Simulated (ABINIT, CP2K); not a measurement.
An ABINIT input for a self-consistent single point of AlSn (P1, 2 atoms in the cell) (DFT, LDA (PW92), plane waves, norm-conserving pseudopotentials (PseudoDojo nc-sr-04 LDA standard)):

```
# AlSn, PseudoDojo nc-sr-04 LDA standard
pp_dirpath "./"
pseudos "Al.upf, Sn.upf"
acell 3*1.0 Angstrom
rprim
         4.1981100000    0.0000000000    0.0000000000
        -2.0990550000    3.6356700000    0.0000000000
         0.0000000000    0.0000000000    3.3068500000
natom 2
ntypat 2
znucl 13 50
typat 1 2
xcart
         3.9560917772    6.8151755276    0.0284706300
         0.0105433266    4.6355277284    3.0960497876
ecut 72 Ry
occopt 7
tsmear 0.00367493
nband 14
kptopt 1
ngkpt 7 7 8
nshiftk 1
shiftk 0 0 0
nstep 100
toldfe 1.0e-09
prtwf 0
prtden 0
enunit 2
```

Q: Give the CP2K input for the same structure, mesh, smearing and functional.

A: This is the input that was run; spellings and numerical settings could be chosen otherwise.

```
&GLOBAL
  PROJECT run
  RUN_TYPE ENERGY_FORCE
  PRINT_LEVEL LOW
&END GLOBAL
&FORCE_EVAL
  METHOD Quickstep
  STRESS_TENSOR ANALYTICAL
  &DFT
    BASIS_SET_FILE_NAME BASIS_MOLOPT
    POTENTIAL_FILE_NAME GTH_POTENTIALS
    &QS
      METHOD GPW
      EPS_DEFAULT 1E-11
    &END QS
    &MGRID
      CUTOFF 400
      REL_CUTOFF 50
      NGRIDS 4
    &END MGRID
    &SCF
      SCF_GUESS ATOMIC
      EPS_SCF 1E-6
      MAX_SCF 100
      ADDED_MOS 4
      &DIAGONALIZATION
        ALGORITHM STANDARD
      &END DIAGONALIZATION
      &MIXING
        METHOD BROYDEN_MIXING
        ALPHA 0.2
        NBUFFER 12
      &END MIXING
      &SMEAR ON
        METHOD GAUSSIAN
        SIGMA [eV] 0.1
      &END SMEAR
    &END SCF
    &KPOINTS
      SCHEME MONKHORST-PACK 7 7 8
      GAMMA_CENTERED T
    &END KPOINTS
    &XC
      &XC_FUNCTIONAL PADE
      &END XC_FUNCTIONAL
    &END XC
    &PRINT
      &MO
        EIGENVALUES T
        OCCUPATION_NUMBERS T
        NDIGITS 8
        FILENAME mo
        &EACH
          QS_SCF 0
        &END EACH
        ADD_LAST NUMERIC
      &END MO
      &MULLIKEN OFF
      &END MULLIKEN
    &END PRINT
  &END DFT
  &SUBSYS
    &CELL
      ABC 4.19811000 4.19811008 3.30685000
      ALPHA_BETA_GAMMA 90.00000000 90.00000000 119.99999937
      PERIODIC XYZ
    &END CELL
    &COORD
      SCALED
      Al      -0.00535000    -0.00804100     0.00455600
      Sn       0.33868300     0.67470800     0.49544400
    &END COORD
    &KIND Al
      BASIS_SET DZVP-MOLOPT-SR-GTH-q3
      POTENTIAL GTH-PADE-q3
    &END KIND
    &KIND Sn
      BASIS_SET DZVP-MOLOPT-SR-GTH-q4
      POTENTIAL GTH-PADE-q4
    &END KIND
  &END SUBSYS
  &PRINT
    &FORCES ON
    &END FORCES
    &STRESS_TENSOR ON
    &END STRESS_TENSOR
  &END PRINT
&END FORCE_EVAL
```

Basis, cutoffs, solver keys and any potentials are the target program's own. This input uses DFT LDA (Pade form), GPW, DZVP-MOLOPT-SR-GTH basis, GTH-PADE potentials (GTH_POTENTIALS). LDA parametrisations can differ slightly between programs.

The starting cell comes from a database of computed structures (which also holds hypothetical and non-ambient phases and stackings), without a prior relaxation at this level. For this run, on top of that: atoms moved at random.
